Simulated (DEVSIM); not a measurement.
System: Ti/SiO2/p-Si capacitor, at 300 K.

```csv
layer (left to right),material,thickness (nm),Na (cm⁻³)
1,SiO2,2.20,-
2,Si,1500,1.4e17
```

Metal gate on the left, work function 4.33 eV. Fixed charge at the semiconductor interface 5.2e10 cm⁻² (in units of +e); interface traps 4.9e11 cm⁻² eV⁻¹, uniform in energy, neutral level at 0.7 of the gap above the valence band.

Constants are typed, rounded textbook-type inputs, not results; the design itself was drawn at random and stands for no fabricated device. Values at 300 K.

```tsv
parameter	SiO2	Si
gap (eV)	9	1.124
affinity (eV)	0.9	4.05
permittivity	3.9	11.7
Nc (cm⁻³)	-	2.86e19
Nv (cm⁻³)	-	3.1e19
```

Simulated with DEVSIM: 1D Poisson equation in equilibrium, Boltzmann statistics, complete ionisation; no quantum confinement or tunnelling. Metal contacts follow the ideal Schottky-Mott rule: no Fermi-level pinning, no interface dipoles.

**Question.** Tabulate band edges, carrier densities and field at -0.1 V on the gate.

**Answer.** Energies count from the Fermi level of the right contact; mesh points crowd at the junctions.

```csv
x (μm),Ec (eV),Ev (eV),n (cm⁻³),p (cm⁻³),field (V/cm)
0.000,3.530,-5.470,< 1e2,< 1e2,390000
0.0007389,3.558,-5.441,< 1e2,< 1e2,390000
0.001434,3.585,-5.415,< 1e2,< 1e2,390000
0.002200,0.465,-0.659,4.5e11,2.6e8,210000
0.003746,0.487,-0.637,1.9e11,6.1e8,140000
0.006190,0.521,-0.603,5.0e10,2.3e9,140000
0.01118,0.587,-0.537,3.9e9,3.0e10,130000
0.02467,0.739,-0.385,1.1e7,1.0e13,98000
0.04754,0.905,-0.219,18000,6.6e15,49000
0.08950,0.982,-0.142,920,1.3e17,2500
0.1693,0.984,-0.140,830,1.4e17,≈ 0
0.4068,0.984,-0.140,830,1.4e17,≈ 0
0.7522,0.984,-0.140,830,1.4e17,≈ 0
1.109,0.984,-0.140,830,1.4e17,≈ 0
1.340,0.984,-0.140,830,1.4e17,≈ 0
1.417,0.984,-0.140,830,1.4e17,≈ 0
1.458,0.984,-0.140,830,1.4e17,≈ 0
1.480,0.984,-0.140,830,1.4e17,≈ 0
1.494,0.984,-0.140,830,1.4e17,≈ 0
1.498,0.984,-0.140,830,1.4e17,≈ 0
1.501,0.984,-0.140,830,1.4e17,≈ 0
1.502,0.984,-0.140,830,1.4e17,≈ 0
```
